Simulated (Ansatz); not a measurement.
The reference is Si in the diamond structure (space group Fd-3m, No. 227; a = 5.4338 Å). Axes: x, y, z lie along the cube axes.

Structures relaxed with PBEsol (Ansatz, a first-principles code; PAW; 420 eV plane waves; no spin-orbit coupling).

Base:

Simulated powder pattern, Cu Kα1, λ = 1.54056 Å (kinematic, ideal powder, no thermal factors, no anomalous dispersion; the 14 strongest lines at most, above 2 %, up to 2θ = 90°):

| 2θ (°) | I/Imax (%) | hkl |
|---|---|---|
| 28.43 | 100 | (111) |
| 47.28 | 67 | (220) |
| 56.09 | 40 | (311) |
| 69.09 | 11 | (400) |
| 76.33 | 16 | (331) |
| 87.97 | 23 | (422) |

After one change:

Simulated powder pattern, Cu Kα1, λ = 1.54056 Å (kinematic, ideal powder, no thermal factors, no anomalous dispersion; the 14 strongest lines at most, above 2 %, up to 2θ = 90°):

```json
[
 {"2θ (°)": "28.26", "I/Imax (%)": "100"},
 {"2θ (°)": "28.59", "I/Imax (%)": "100"},
 {"2θ (°)": "46.85", "I/Imax (%)": "23"},
 {"2θ (°)": "47.28", "I/Imax (%)": "89"},
 {"2θ (°)": "47.71", "I/Imax (%)": "22"},
 {"2θ (°)": "55.81", "I/Imax (%)": "27"},
 {"2θ (°)": "55.99", "I/Imax (%)": "14"},
 {"2θ (°)": "56.19", "I/Imax (%)": "13"},
 {"2θ (°)": "56.38", "I/Imax (%)": "26"},
 {"2θ (°)": "69.09", "I/Imax (%)": "21"},
 {"2θ (°)": "76.09", "I/Imax (%)": "10"},
 {"2θ (°)": "76.58", "I/Imax (%)": "11"},
 {"2θ (°)": "87.35", "I/Imax (%)": "16"},
 {"2θ (°)": "88.61", "I/Imax (%)": "15"}
]
```

**Question.** What was done to the base?
(A) tensor shear ε_xy = +0.57 %
(B) tensor shear ε_xy = +1.14 %
(C) tensor shear ε_xy = +1.71 %
(D) tensor shear ε_xy = +0.86 %

**Answer.** D, tensor shear ε_xy = +0.86 %. Its volume per atom is 20.05 Å³ against 20.05 Å³, and its space group is Imma (No. 74).

The cells carry an imposed strain or load. Whether these cells are dynamically stable was not tested.
